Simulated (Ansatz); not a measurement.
SiGe (P6₃mc, No. 186, 4 atoms in the cell; start mp-978534), treated with PBEsol (PAW; Ansatz, a first-principles code).

Run with plane-wave cutoff 520 eV, 12×12×6 k mesh (along the axes of the cell as run), Fermi–Dirac smearing 0.01 eV, scalar-relativistic PAW data made under PBE.

Cell (relaxed at this level):

```cif
data_Ge2Si2
_chemical_formula_sum 'Si2 Ge2'
_space_group_name_H-M_alt 'P 1'
_space_group_IT_number 1
_cell_length_a 3.90059
_cell_length_b 3.90059
_cell_length_c 6.44335
_cell_angle_alpha 90.000
_cell_angle_beta 90.000
_cell_angle_gamma 120.000
loop_
_space_group_symop_operation_xyz
  'x, y, z'
loop_
_atom_site_label
_atom_site_type_symbol
_atom_site_fract_x
_atom_site_fract_y
_atom_site_fract_z
_atom_site_occupancy
Si1 Si 0.66667 0.33333 0.87455 1
Si2 Si 0.33333 0.66667 0.37455 1
Ge1 Ge 0.66667 0.33333 0.50045 1
Ge2 Ge 0.33333 0.66667 0.00045 1
```

**Question.** Estimate the band gap and bulk modulus that the calculation returns.

**Answer.** 
- band gap = 0.35 eV (on the SCF k mesh)
- bulk modulus = 81.2 GPa

Note: the relaxation could not lower the start's symmetry, so the cell can be a saddle point above a distorted one; the bulk modulus is −V dP/dV from two relaxed cells at ±2 % in volume.

Spin–orbit coupling is not included.

Static lattice: no zero-point or thermal effects.

The result took about 70 core-seconds (a rough figure).

A start named mp-… is a Materials Project structure, which need not be a measured phase.
